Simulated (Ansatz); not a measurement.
Input and output of a self-consistent single point for Ca (Fm-3m, 1 atom in the cell) (Ansatz, a first-principles code).

Method of the run: PBEsol, default PAW files made with PBE (plane waves; Ansatz).

The change in words: lattice scaled by 0.98; basis.ecutwfc: 420 eV → 630 eV. Reference geometry:
```xyz
1
Lattice="0.0000 2.7984 2.7984 2.7984 0.0000 2.7984 2.7984 2.7984 0.0000" Properties=species:S:1:pos:R:3 pbc="T T T"
Ca     0.0000     0.0000     0.0000
```

Reference input (self-consistent single point, DFT, PBEsol, plane waves, default PAW files made with PBE): basis.ecutwfc = 420 eV; kpoints.mp_grid.grid = 10 10 10; hamiltonian.xc = pbesol; hamiltonian.pseudopotentials = {kind: paw} (the program's default PAW files); scf.occupations.method = gaussian; scf.occupations.width = 0.1 eV. This run's input differs from it in these lines:

Ansatz 0.2 input:
```diff
@@ -2,5 +2,5 @@
   lattice:
-    - [0.000000, 2.798370, 2.798370]
-    - [2.798370, 0.000000, 2.798370]
-    - [2.798370, 2.798370, 0.000000]
+    - [0.000000, 2.742403, 2.742403]
+    - [2.742403, 0.000000, 2.742403]
+    - [2.742403, 2.742403, 0.000000]
   atoms:
@@ -8,3 +8,3 @@
 basis:
-  ecutwfc: 420.0 eV
+  ecutwfc: 630.0 eV
 kpoints:
```

Output (repeated stretches shortened):

```
SCF iter   1: F=—  HF=-1793.737265 eV  |F-HF|=—  |Δ(HF+E_count)|=         —  Δρ=2.13e-3  dr2=1.89e-3  ethr=1.77e-3  ⟨swp⟩=5.7  Hψ=3391  notcnv=0
all-band conjugate gradients solve this SCF's bands
preconditioner: auto → none
SCF iter   2: F=—  HF=-1793.736670 eV  |F-HF|=—  |Δ(HF+E_count)|=   5.95e-4  Δρ=9.98e-4  dr2=4.59e-4  ethr=1.89e-5  ⟨swp⟩=2.1  Hψ=994  notcnv=0
SCF iter   3: F=—  HF=-1793.736515 eV  |F-HF|=—  |Δ(HF+E_count)|=   1.55e-4  Δρ=1.38e-4  dr2=6.12e-6  ethr=4.59e-6  ⟨swp⟩=2.6  Hψ=651  notcnv=0
SCF iter   4: F=—  HF=-1793.736516 eV  |F-HF|=—  |Δ(HF+E_count)|=   1.36e-6  Δρ=2.15e-5  dr2=2.32e-7  ethr=6.12e-8  ⟨swp⟩=2.6  Hψ=599  notcnv=0
iter 5 did not close the SCF: its close was put off for the readings that it lacked (scf_convergence_deferred on its scf_iter line)
SCF iter   5: F=-1793.736516 eV  HF=-1793.736516 eV  |F-HF|=4.21e-10  |Δ(HF+E_count)|=   1.03e-7  Δρ=2.90e-6  dr2=2.46e-9  ethr=2.32e-9  ⟨swp⟩=2.3  Hψ=660  notcnv=0
SCF iter   6: F=-1793.736516 eV  HF=-1793.736516 eV  |F-HF|=2.96e-12  |Δ(HF+E_count)|=  5.28e-10  Δρ=1.99e-7  dr2=7.96e-12  ethr=2.46e-11  ⟨swp⟩=1.6  Hψ=1244  notcnv=0
SCF 1 converged in 6 iterations: F = -1793.736516 eV  dr2 = 7.96e-12
Free energy (F): -1793.736516 eV
Internal energy: -1793.729782 eV  (E = F + TS)
E sigma→0 (E₀):  -1793.733149 eV
Entropy (-TS):   -0.006734 eV (-6.734 meV/atom)
Fermi energy:    5.054058 eV
--- Forces (eV/Å), atoms counted from 1 ---
  atom   1  Ca     0.00000000     0.00000000     0.00000000
--- Stress (GPa, compression-positive) ---
       -0.283799      -0.000000       0.000000
       -0.000000      -0.283799       0.000000
       -0.000000       0.000000      -0.283799
  P = ⅓ Tr σ = -0.2838 GPa (-2.838 kbar)
  The stress holds the Pulay correction. Without it, at fixed plane waves, as pw.x and ABINIT print it: P = -0.2839 GPa
```

The run converged in 6 iterations. Against the reference run the free energy goes down by 12.6 meV/atom and the pressure goes from -1.23 to -0.28 GPa.

The starting cell has typed, rounded lattice constants, without a prior relaxation at this level. Its lattice was rescaled by up to half a per cent. For this run, on top of that: lattice scaled by 0.98. Ansatz's pressure includes its estimate of the finite-basis (Pulay) stress.
